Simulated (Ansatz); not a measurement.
# A short convergence ladder for BaGaGeH (P3m1, 4 atoms in the cell)

```xyz
4
Lattice="4.3999 0.0000 0.0000 -2.2000 3.8105 0.0000 0.0000 0.0000 5.2959" Properties=species:S:1:pos:R:3 pbc="T T T"
Ba     0.0000     2.5403     0.0501
Ga     0.0000     0.0000     2.9156
Ge     2.2000     1.2701     2.3639
H      0.0000     0.0000     4.6762
```

Base method: PBEsol, default PAW files made with PBE (plane waves; Ansatz, a program for electronic structure).

Base settings: basis.ecutwfc = 420 eV; kpoints.mp_grid.grid = 7 7 5; hamiltonian.xc = pbesol; hamiltonian.pseudopotentials = {kind: paw} (the program's default PAW files); scf.occupations.method = gaussian; scf.occupations.width = 0.136 eV.

**The width of Gaussian smearing**

The mesh stays at the base's, so the ladder's end is converged at best in this setting alone.

Only quantities that move along the ladder and can be compared are tabulated.

| scf.occupations.width | free energy less the last step's (meV/atom) | pressure (GPa) | largest difference of a force vector from the last step's (eV/Å) |
|---|---|---|---|
| 1 eV | -32.28 | -2.86 | 0.160 |
| 0.5 eV | -2.76 | -3.27 | 0.030 |
| 0.2 eV | -0.08 | -3.35 | 0.002 |
| 0.1 eV | 0.00 | -3.37 | 0.000 |
| 0.02 eV | 0.00 | -3.37 | 0.000 |

Widest scf.occupations.width that holds the pressure within 0.05 GPa of the last step, with all finer ones: 0.2 eV; the step before is off by 0.09 GPa.

Widest scf.occupations.width that holds the forces within 0.02 eV/Å of the last step, with all finer ones: 0.2 eV; the step before is off by 0.030 eV/Å.

Widest scf.occupations.width that holds the free energy within 0.5 meV/atom of the last step, with all finer ones: 0.2 eV; the step before is off by 2.8 meV/atom.

On the base run: the starting cell comes from a database of computed structures (which also holds hypothetical and non-ambient phases and stackings), without a prior relaxation at this level. Its lattice was rescaled by up to half a per cent. One atom was moved a little off its site on purpose. In the base run, with a pressure of about -3 GPa the cell is away from its equilibrium volume at this level. Ansatz's pressure includes its estimate of the finite-basis (Pulay) stress.

Keys are those of Ansatz 0.2.
